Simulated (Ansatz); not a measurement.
## A computed series for TiO2: response to strain

Base system: TiO2 in the rutile structure (space group P4_2/mnm, No. 136; a = 4.592 Å, c = 2.939 Å). Axes: x, y, z lie along a, b, c of the conventional cell.

Strains are applied to the cell and any free atomic positions relax; under biaxial strain the out-of-plane vector relaxes too.

Levels (all Ansatz, an electronic-structure program, PAW, earlier PAW set): PBEsol (420 eV, no spin-orbit coupling); r2SCAN (500 eV, spin-orbit coupling left out); HSE06 (420 eV, spin-orbit coupling left out); PBEsol+SOC (420 eV, with spin-orbit coupling).

Band gaps by level, all at the geometries relaxed with PBEsol:

```tsv
case	PBEsol	r2SCAN	HSE06	PBEsol+SOC
base	1.87 eV	2.24 eV	3.40 eV	1.87 eV
biaxial strain −2.15 %, plane normal [001], relaxed out of plane	1.88 eV	2.27 eV	3.45 eV	1.88 eV
isotropic strain −2.43 %	1.95 eV	2.35 eV	3.53 eV	1.95 eV
isotropic strain −1.32 %	1.91 eV	2.30 eV	3.47 eV	1.91 eV
```

Single points use the geometry relaxed with PBEsol. The spin-orbit shifts are approximate. Whether these cells are dynamically stable was not tested. The runs without spin-orbit coupling are not spin-polarised.
